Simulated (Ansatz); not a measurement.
System: C11b MoSi₂. Method: PBE-D4 in Ansatz (PAW).

Settings: plane-wave cutoff 520 eV, 24×24×24 k mesh, Fermi–Dirac smearing 0.05 eV, no spin polarisation, scalar-relativistic PAW data made under PBE.

Shape and atoms are relaxed at each volume.

Pressure at four volumes; x = ln(V/13.188 Å³). One pressure is withheld.

```json
[
 {"V (Å³/atom)": "12.660", "x": "-0.0409", "P (GPa)": "9.83"},
 {"V (Å³/atom)": "13.188", "x": "0.0000", "P (GPa)": "0.00"},
 {"V (Å³/atom)": "13.452", "x": "0.0198", "P (GPa)": "-4.17"},
 {"V (Å³/atom)": "13.715", "x": "0.0392", "P (GPa)": "?"}
]
```

### Question
Pass a parabola P(x) through the three rows shown, estimate the bulk modulus and its pressure derivative near zero pressure, and predict the withheld pressure.

### Answer
Slopes between the rows: (0.00 − (9.83))/(0.0000 − (-0.0409)) = -240.34 and (-4.17 − (0.00))/(0.0198 − (0.0000)) = -210.61 GPa. Their difference over the span 0.0607 is c = 29.73/0.0607 = 489.8 GPa, so P(x) = 9.83 + (-240.34)(x − (-0.0409)) + 489.8 (x − (-0.0409))(x − (0.0000)). At the middle row B = −dP/dx = −[-240.34 + 489.8 × 0.0409] = 220.3 GPa, and B′ = dB/dP = 2c/B = 4.4. At x = 0.0392 the parabola gives -7.88 GPa; the run gives -7.91 GPa. The Birch–Murnaghan fit to the energies at all volumes has B0 = 220 GPa and B′ = 4.4.

Measured, for comparison: bulk modulus 222 ± 2 GPa (room temperature, not corrected to a static lattice, B' = 4; as tabulated in Structural stability of MoSi2 and Mo5Si3 under high pressure, Chin. Phys. B 26 …). Computed (rounded) less measured: bulk modulus -0.9 % (inside the measured uncertainty).

Note: the bulk modulus comes from volumes at which shape and atoms were relaxed.

Ansatz is a program for electronic structure.
